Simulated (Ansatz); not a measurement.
An Ansatz (a quantum-chemistry and plane-wave program) input (plane-wave PAW DFT at the r2SCAN level (Ansatz, 500 eV), scalar-relativistic without spin-orbit coupling):

Ansatz 0.2 input:
```yaml
crystal:
  lattice:
    - [3.32945745, 0, 0]
    - [1.664728725, 2.8833947325, 0]
    - [0, 0, 17.5958461862]
  atoms:
    - { symbol: Sc, position: [0.6666666667, 0.6666666667, 0.4262369607] }
    - { symbol: Sc, position: [0.3333333333, 0.3333333333, 0.5737630393] }
basis: { ecutwfc: 500, ecutrho_ratio: 4, xc_grid: 4, fft_grid_basis: typed }
kpoints: { mp_grid: { grid: [16, 16, 1] } }
hamiltonian:
  xc: r2scan
  dispersion: none
  pseudopotentials: { kind: paw }
scf: { occupations: { method: fermi_dirac, width: 0.05 }, convergence: { dr2_threshold: 0.0000000002 } }
relax: { f_tol: 0.01, max_steps: 50 }
output: { forces: true, stress: true }
checkpoint: { write: state.ck, write_every: 1000 }
```

**Question.** Which symmetry and how many k-points will the program report, and about how many plane waves at Γ?

**Answer.** Space group P-3m1 (ITA 164) with 12 operations, k-points 30 of 256, and 4205 plane waves at Γ.

Whether these cells are dynamically stable was not tested. All final runs are without spin polarisation. The cell was made from Sc in the hcp (Mg type) structure (space group P6_3/mmc, No. 194) by this change: a free-standing slab of 2 layers (2 atoms, 1 a layer) is cut normal to the z axis, with 15 Å of vacuum and the in-plane cell held at bulk.
